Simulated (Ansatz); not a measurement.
Ansatz (a program for electronic structure) run on K2CuBiCl6 (Fm-3m, 10 atoms in the cell): self-consistent single point.

Computed with PBEsol, default PAW files made with PBE (plane waves; Ansatz).

```
CELL_PARAMETERS angstrom
      0.00000     5.28439     5.28439
      5.28439     0.00000     5.28439
      5.28439     5.28439     0.00000
ATOMIC_POSITIONS crystal
  K  0.75000 0.75000 0.75000
  K  0.25000 0.25000 0.25000
  Cu 0.50000 0.50000 0.50000
  Bi 0.00000 0.00000 0.00000
  Cl 0.73942 0.26058 0.26058
  Cl 0.26058 0.73942 0.73942
  Cl 0.26058 0.73942 0.26058
  Cl 0.73942 0.26058 0.73942
  Cl 0.26058 0.26058 0.73942
  Cl 0.73942 0.73942 0.26058
```

Reference input (self-consistent single point, DFT, HSE06, plane waves, default PAW files made with PBE): basis.ecutwfc = 30.9 Ry; kpoints.mp_grid.grid = 3 3 3; hamiltonian.xc = hse06; hamiltonian.pseudopotentials = {kind: paw} (the program's default PAW files); scf.occupations.method = fixed. This run's input differs from it in these lines:

Ansatz 0.2 input:
```diff
@@ -22,3 +22,3 @@
 hamiltonian:
-  xc: hse06
+  xc: pbesol
   pseudopotentials: { kind: paw }
```

Output (repeated stretches shortened):

```
SCF iter   1: F=—  HF=-28239.899179 eV  |F-HF|=—  |Δ(HF+E_count)|=         —  Δρ=7.33e-3  dr2=1.69e-1  ethr=1.77e-3  ⟨swp⟩=5.2  Hψ=757  notcnv=0  defer=29
all-band conjugate gradients solve this SCF's bands
preconditioner: auto → Resta (q_TF=auto, 2.255 Å⁻¹)
SCF iter   2: F=—  HF=-28239.892316 eV  |F-HF|=—  |Δ(HF+E_count)|=   6.86e-3  Δρ=7.49e-3  dr2=1.24e-1  ethr=1.80e-4  ⟨swp⟩=3.0  Hψ=473  notcnv=0  defer=30
   [... lines left out ...]
SCF iter   6: F=—  HF=-28239.865289 eV  |F-HF|=—  |Δ(HF+E_count)|=   1.15e-4  Δρ=4.38e-5  dr2=5.81e-6  ethr=8.60e-8  ⟨swp⟩=2.0  Hψ=391  notcnv=0  defer=28
SCF iter   7: F=—  HF=-28239.865294 eV  |F-HF|=—  |Δ(HF+E_count)|=   4.62e-6  Δρ=8.48e-6  dr2=3.49e-7  ethr=6.18e-9  ⟨swp⟩=2.0  Hψ=299  notcnv=0  defer=28
SCF iter   8: F=—  HF=-28239.865294 eV  |F-HF|=—  |Δ(HF+E_count)|=   7.17e-8  Δρ=5.86e-6  dr2=1.44e-7  ethr=1.06e-10  ⟨swp⟩=20.0  Hψ=1418  notcnv=0
SCF iter   9: F=-28239.865294 eV  HF=-28239.865294 eV  |F-HF|=9.61e-9  |Δ(HF+E_count)|=   1.46e-8  Δρ=2.25e-6  dr2=1.44e-8  ethr=1.06e-10  ⟨swp⟩=4.5  Hψ=753  notcnv=0
SCF 1 converged in 9 iterations: F = -28239.865294 eV  dr2 = 1.44e-8
Free energy (F): -28239.865294 eV
Internal energy: -28239.865294 eV  (E = F + TS)
E sigma→0 (E₀):  -28239.865294 eV
Fermi energy:    3.772435 eV
--- Forces (eV/Å), atoms counted from 1 ---
  atom   1  K      0.00000000    -0.00000000     0.00000000
  atom   2  K      0.00000000    -0.00000000     0.00000000
  atom   3  Cu     0.00000000    -0.00000000    -0.00000000
  atom   4  Bi    -0.00000000     0.00000000    -0.00000000
  atom   5  Cl    -0.00241644    -0.00000000    -0.00000000
  atom   6  Cl     0.00241644     0.00000000     0.00000000
  atom   7  Cl     0.00000000    -0.00241644     0.00000000
  atom   8  Cl    -0.00000000     0.00241644     0.00000000
  atom   9  Cl     0.00000000     0.00000000    -0.00241644
  atom  10  Cl     0.00000000     0.00000000     0.00241644
--- Stress (GPa, compression-positive) ---
       -2.518649       0.000000      -0.000000
        0.000000      -2.518649       0.000000
       -0.000000      -0.000000      -2.518649
  P = ⅓ Tr σ = -2.5186 GPa (-25.186 kbar)
  The stress holds the Pulay correction. Without it, at fixed plane waves, as pw.x and ABINIT print it: P = -2.5307 GPa
```

The run converged in 9 iterations. Against the reference run the pressure goes from -1.41 to -2.52 GPa, the largest force goes from 0.374 to 0.002 eV/Å and the gap on the mesh goes from 2.607 to 1.351 eV.

The starting cell comes from a database of computed structures (which also holds hypothetical and non-ambient phases and stackings), without a prior relaxation at this level. Its lattice was rescaled by a random factor within 2.5 % of one. Spin-orbit coupling is off. Ansatz's pressure includes its estimate of the finite-basis (Pulay) stress.
